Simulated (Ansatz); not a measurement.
Consider BaTiO3 in the cubic perovskite structure (space group Pm-3m, No. 221; a = 3.9940 Å). Axes: x, y, z lie along the cube axes.

Structures relaxed with Ansatz (a program for electronic structure), r2SCAN, PAW, cutoff 500 eV, no spin-orbit coupling.

Base:

Simulated powder pattern, Cu Kα1, λ = 1.54056 Å (kinematic, ideal powder, no thermal factors, no anomalous dispersion; the 14 strongest lines at most, above 2 %, up to 2θ = 90°):

| 2θ (°) | I/Imax (%) | hkl |
|---|---|---|
| 22.24 | 19 | (100) |
| 31.65 | 100 | (110) |
| 39.03 | 25 | (111) |
| 45.38 | 35 | (200) |
| 51.09 | 10.0 | (210) |
| 56.38 | 38 | (211) |
| 66.12 | 20 | (220) |
| 70.70 | 5.4 | (221) |
| 75.16 | 16 | (310) |
| 79.53 | 8.3 | (311) |
| 83.84 | 6.8 | (222) |
| 88.11 | 2.7 | (320) |

After one change:

Simulated powder pattern, Cu Kα1, λ = 1.54056 Å (kinematic, ideal powder, no thermal factors, no anomalous dispersion; the 14 strongest lines at most, above 2 %, up to 2θ = 90°):

| 2θ (°) | I/Imax (%) |
|---|---|
| 20.98 | 18 |
| 29.83 | 100 |
| 36.76 | 26 |
| 42.70 | 36 |
| 48.04 | 10 |
| 52.96 | 40 |
| 61.97 | 21 |
| 66.20 | 5.4 |
| 70.29 | 17 |
| 74.27 | 8.5 |
| 78.18 | 6.9 |
| 82.04 | 2.7 |
| 85.86 | 20 |

### Question
What was done to the base?
A. isotropic strain +5.49 %
B. isotropic strain +5.95 %
C. biaxial strain −4.07 %, plane normal [110], relaxed out of plane
D. uniaxial strain ε_yy = −2.51 %

### Answer
B, isotropic strain +5.95 %. Its volume per atom is 15.16 Å³ against 12.74 Å³, and its space group is Pm-3m (No. 221).

No phonon test of stability was made. The final runs are not spin-polarised. Many cubic perovskites are stable only at high temperature; tilts and polar distortions were not tested. This is not the structure that BaTiO3 has at room temperature and ambient pressure.
